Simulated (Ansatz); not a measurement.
**Effect of isotropic strain −1.50 % on InSb**

The reference is InSb in the zinc blende structure (space group F-43m, No. 216; a = 6.519 Å).

Modification: an isotropic linear strain of −1.50 %, atoms relaxed at fixed cell.

Method: PBEsol (Ansatz, a quantum-chemistry and plane-wave program, PAW, scalar-relativistic without spin-orbit coupling). Γ-centred 12×12×12 mesh, Fermi–Dirac width 0.05 eV.

The volume per atom drops by 1.54 Å³ to 33.09 Å³ and the space group is still F-43m (No. 216). The shortest interatomic distance drops by 0.0423 Å to 2.780 Å and the energy goes up by 9.9 meV/atom. The pressure goes from zero to 2.2 GPa and the band gap remains zero.

Final structure:

```yaml
crystal:
  lattice:
    - [0.00000, 3.21055, 3.21055]
    - [3.21055, 0.00000, 3.21055]
    - [3.21055, 3.21055, 0.00000]
  atoms:
    - { symbol: In, position: [0.00000, 0.00000, 0.00000] }
    - { symbol: Sb, position: [0.25000, 0.25000, 0.25000] }
```

Cost of the whole job for the changed cell (relaxation, final SCF and bands): very roughly 21 core-seconds.

With Sb present, leaving out spin-orbit coupling can change the band edges. Whether these cells are dynamically stable was not tested. All final runs are without spin polarisation. The zero or small gap of InSb can change with the level of theory.
